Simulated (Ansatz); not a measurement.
# TiB2 (space group P6/mmm, No. 191)

```yaml
crystal:
  lattice:
    - [3.03199, 0.00000, 0.00000]
    - [-1.51599, 2.62578, 0.00000]
    - [0.00000, 0.00000, 3.22435]
  atoms:
    - { symbol: Ti, position: [0.00000, 0.00000, 0.00000] }
    - { symbol: B, position: [0.66667, 0.33333, 0.50000] }
    - { symbol: B, position: [0.33333, 0.66667, 0.50000] }
```

Calculations: PBE (Ansatz, a program for electronic structure, PAW, scalar-relativistic without spin-orbit coupling). Settings: 18×18×14 k-points, 0.05 eV Fermi–Dirac smearing.

| Item | Result |
|---|---|
| Volume per atom | 8.56 Å³ |
| Density | 4.50 g/cm³ |
| Band gap | zero |
| Total energy | -938.231 eV/atom (σ→0; compares only within this code and set-up) |

Stability against distortions was not tested. All final runs are without spin polarisation.
